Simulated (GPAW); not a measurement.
Band structure of LiAg₃ (Pm-3m, 4 atoms in the cell).

```
LiAg3
1.0
    4.03340     0.00000     0.00000
    0.00000     4.03340     0.00000
    0.00000     0.00000     4.03340
Li Ag
1 3
Direct
  0.00000   0.00000   0.00000
  0.00000   0.50000   0.50000
  0.50000   0.00000   0.50000
  0.50000   0.50000   0.00000
```

Method of the run: PBEsol, GPAW PAW datasets PBEsol (made by gpaw-setup) (plane waves; GPAW 25.7.0).

Settings: mode = pw; ecut = 600 eV; xc = PBEsol; kpts = 8 8 8; mesh shift (steps) = 0 0 0; occupations.name = fermi-dirac; occupations.width = 0.05 eV; nbands = -8; symmetry.symmorphic = false; symmetry.tolerance = 0.0005; maxiter = 100; bandpath_npoints = 40.

The starting cell comes from a database of computed structures (which also holds hypothetical and non-ambient phases and stackings), without a prior relaxation at this level. Its lattice was rescaled by a random factor within 2.5 % of one.

Levels in eV from the Fermi level, bands 23 to 30:
```json
[
 {"point": "Γ", "23": "-2.62", "24": "-2.62", "25": "-2.62", "26": "1.68", "27": "1.68", "28": "1.68", "29": "6.18", "30": "6.18"},
 {"point": "X", "23": "-3.68", "24": "-3.43", "25": "-3.29", "26": "-2.62", "27": "5.36", "28": "5.36", "29": "5.82", "30": "5.82"},
 {"point": "M", "23": "-3.70", "24": "-3.63", "25": "-2.03", "26": "-0.34", "27": "-0.34", "28": "0.03", "29": "8.31", "30": "8.36"},
 {"point": "R", "23": "-2.85", "24": "-2.85", "25": "-0.39", "26": "-0.29", "27": "-0.29", "28": "-0.29", "29": "3.10", "30": "3.10"}
]
```

Bands cross the Fermi level along this path, so the cell is metallic at this level.
